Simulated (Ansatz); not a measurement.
## Several settings converged on YCu2Ge2 (I4/mmm, 5 atoms in the cell)

```
CELL_PARAMETERS angstrom
     -2.00931     2.00931     5.12180
      2.00931    -2.00931     5.12180
      2.00931     2.00931    -5.12180
ATOMIC_POSITIONS crystal
  Y  0.00000 0.00000 0.00000
  Cu 0.75000 0.25000 0.50000
  Cu 0.25000 0.75000 0.50000
  Ge 0.61934 0.61934 0.00000
  Ge 0.38066 0.38066 0.00000
```

Base method: LDA (PW92), default PAW files made with PBE (plane waves; Ansatz, a first-principles code).

Base settings: basis.ecutwfc = 420 eV; kpoints.mp_grid.grid = 8 8 8; hamiltonian.xc = lda; hamiltonian.pseudopotentials = {kind: paw} (the program's default PAW files); scf.occupations.method = gaussian; scf.occupations.width = 0.1 eV.

Core times come from one kind of shared machine, to one figure; runs under 30 s give none.

**Zone-centre phonons against the cutoff**

In this ladder: phonons.method = dfpt.

The mesh stays at the base's, so the ladder's end is converged at best in this setting alone.

Frequencies are those of the unrelaxed cell, without the LO-TO term of polar crystals.

Only quantities that move along the ladder and can be compared are tabulated.

```tsv
basis.ecutwfc	highest zone-centre frequency (cm⁻¹)	lowest optical frequency (cm⁻¹)	core time / last (rough)
210 eV	233.7	-85.8	0.4
295 eV	253.1	60.5	0.5
420 eV	258.1	55.5	0.8
505 eV	258.2	55.7	1
```

Coarsest basis.ecutwfc that holds the lowest optical frequency within 2 cm⁻¹ of the last step, with all finer ones: 420 eV; the step before is off by 4.8 cm⁻¹.

Coarsest basis.ecutwfc that holds the highest zone-centre frequency within 1 cm⁻¹ of the last step, with all finer ones: 420 eV; the step before is off by 5.1 cm⁻¹.

**Zone-centre phonons against the mesh**

In this ladder: phonons.method = dfpt.

Frequencies are those of the unrelaxed cell, without the LO-TO term of polar crystals.

Only quantities that move along the ladder and can be compared are tabulated.

| kpoints.mp_grid.grid | highest zone-centre frequency (cm⁻¹) | lowest optical frequency (cm⁻¹) | core time / last (rough) |
|---|---|---|---|
| 3 3 3 | 264.0 | 67.7 | – |
| 5 5 5 | 263.4 | 59.0 | 0.2 |
| 7 7 7 | 262.8 | 57.2 | 0.6 |
| 9 9 9 | 257.3 | 57.4 | 1 |

Coarsest kpoints.mp_grid.grid that holds the highest zone-centre frequency within 5 cm⁻¹: not settled: the last two steps still differ by 5.5 cm⁻¹, over half the tolerance, so the ladder does not show it.

Coarsest kpoints.mp_grid.grid that holds the lowest optical frequency within 5 cm⁻¹ of the last step, with all finer ones: 5 5 5, at about 0.2 of the last step's time; the step before is off by 10 cm⁻¹.

Two neighbours can agree and both be off: 3 3 3 and 5 5 5 differ by 0.6 cm⁻¹ in the highest zone-centre frequency, yet lie about 6.1 cm⁻¹ from the last step.

**The force threshold of a relaxation**

On YCu₂Ge₂ (I4mm, 5 atoms in the cell): one atom moved by 0.15 angstrom.

In this ladder: relax = atoms.

The mesh stays at the base's, so the ladder's end is converged at best in this setting alone.

Only quantities that move along the ladder and can be compared are tabulated.

| relax.f_tol | free energy less the last step's (meV/atom) | largest force left (eV/Å) | relaxation steps | core time / last (rough) |
|---|---|---|---|---|
| 0.2 eV/Å | 0.09 | 0.0937 | 2 | 0.4 |
| 0.05 eV/Å | 0.01 | 0.0309 | 3 | 0.6 |
| 0.02 eV/Å | 0.00 | 0.0002 | 4 | 0.7 |
| 0.001 eV/Å | 0.00 | 0.0000 | 5 | 1 |

Coarsest relax.f_tol that holds the free energy within 0.05 meV/atom of the last step, with all finer ones: 0.05 eV/Å; the step before is off by 0.09 meV/atom.

Coarsest relax.f_tol that holds the largest force left within 0.01 eV/Å of the last step, with all finer ones: 0.02 eV/Å; the step before is off by 0.031 eV/Å.

On the base run: the starting cell comes from a database of computed structures (which also holds hypothetical and non-ambient phases and stackings), without a prior relaxation at this level. Its lattice was rescaled by up to half a per cent. Spin polarisation is off. In the base run, with a pressure of about -5 GPa the cell is away from its equilibrium volume at this level.

Keys are those of Ansatz 0.2.
